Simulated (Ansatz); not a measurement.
Results of PBEsol+SOC in Ansatz (PAW) for SrTaNO2 (Ama2, No. 40, 20 atoms in the cell; start mp-2583419).

Numerical settings: plane-wave cutoff 520 eV, 4×6×6 k mesh (along the axes of the cell as run), Fermi–Dirac smearing 0.01 eV, PAW data made under PBE.

Cell (relaxed with PBEsol):

```xyz
20
Lattice="8.0014 0.0000 0.0000 0.0000 4.0671 3.9669 0.0000 -4.0671 3.9669" Properties=species:S:1:pos:R:3 pbc="T T T"
Sr     6.0011    -0.0272     7.8931
Sr     2.0004     0.0272     7.8931
Sr     6.0011    -0.0306     3.8876
Sr     2.0004     0.0306     3.8876
Ta     7.9422     1.9741     5.9169
Ta     0.0592    -1.9741     5.9169
Ta     4.0599     1.9741     5.9169
Ta     3.9415    -1.9741     5.9169
N      2.0004    -2.0854     5.6548
N      6.0011     2.0854     5.6548
N      0.0000     0.0000     5.9055
N      4.0007     0.0000     5.9055
O      2.0004    -1.9678     2.3467
O      6.0011     1.9678     2.3467
O      4.3362    -2.1194     3.9837
O      3.6652     2.1194     3.9837
O      7.6659    -2.1194     3.9837
O      0.3355     2.1194     3.9837
O      0.0000     0.0000     2.1160
O      4.0007     0.0000     2.1160
```

Give the computed band gap and smallest direct gap on the k points sampled.


* **band gap**: 1.08 eV (indirect)
* **smallest direct gap on the k points sampled**: 1.24 eV

A start named mp-… is a Materials Project structure, which need not be a measured phase.

Ansatz is a first-principles code.
